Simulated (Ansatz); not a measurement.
## Cu under a change: biaxial strain −0.98 %, plane normal [111], relaxed out of plane

Start from Cu in the fcc (Cu type) structure (space group Fm-3m, No. 225; a = 3.564 Å). Axes: x, y, z lie along the cube axes.

One thing is altered: biaxial strain −0.98 %, plane normal [111], relaxed out of plane (Cartesian); in-plane vectors clamped, the third vector and the atoms free.

Computed with Kohn–Sham DFT with the PBEsol functional, run in Ansatz (a first-principles code) with PAW and 420 eV plane waves, scalar-relativistic without spin-orbit coupling. Γ-centred 22×22×22 mesh, Fermi–Dirac width 0.05 eV.

- Volume per atom: 11.17 Å³ (base 11.32 Å³)
- Space group: R-3m (No. 166) (base Fm-3m (No. 225))
- Energy relative to the base (free energy F): +2.4 meV/atom
- Band gap: zero (base zero)
- Out-of-plane strain: +0.65 % (rough)

Final structure (turned so that z lies along the plane normal):

```xyz
1
Lattice="2.4953 0.0000 0.0000 1.2476 2.1610 0.0000 1.2476 -0.7203 2.0708" Properties=species:S:1:pos:R:3 pbc="T T T"
Cu     0.0000     0.0000     0.0000
```

Cost of the whole job for the changed cell (relaxation, final SCF and bands): around 40 core-seconds (rough).

Without a gap, meshes like the base's 22×22×22 leave anisotropic stresses uncertain by several tenths of a GPa, and small strain energies with them. Whether these cells are dynamically stable was not tested. The final runs are not spin-polarised.
